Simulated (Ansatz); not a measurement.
The starting structures come from a database of crystals and need not be the phases stable at ambient conditions.

The decay constant κ of evanescent states in the gap governs leakage through a thin film.

Given:

```xyz
10
Lattice="3.3896 0.0000 0.0000 -1.6948 2.9355 0.0000 0.0000 0.0000 11.4693" Properties=species:S:1:pos:R:3 pbc="T T T"
Lu     0.0000     0.0000     5.7347
Lu     0.0000     0.0000     0.0000
Al     1.6948     0.9785     8.6020
Al     0.0000     1.9570     2.8673
O      1.6948     0.9785     6.7653
O      0.0000     1.9570     4.7040
O      0.0000     1.9570     1.0306
O      1.6948     0.9785    10.4387
O      0.0000     0.0000     8.6020
O      0.0000     0.0000     2.8673
```

Space group of this cell: P6_3/mmc. The cell is taken as given; by PBEsol its mean pressure is -2.5 GPa.

Transport runs along the normal of the first two printed cell vectors, the (001) plane of the conventional cell.

No gap correction and no spin-orbit coupling; mid-gap values are interpolated between computed energies.

**Question.** Compute, with PBEsol run with Ansatz (a quantum-chemistry and plane-wave program), the band gap and the smallest decay constant κ at mid-gap.

**Answer.** Gap 3.31 eV on a 12×12×4 mesh; κ = 0.318 1/Å, at the zone centre.
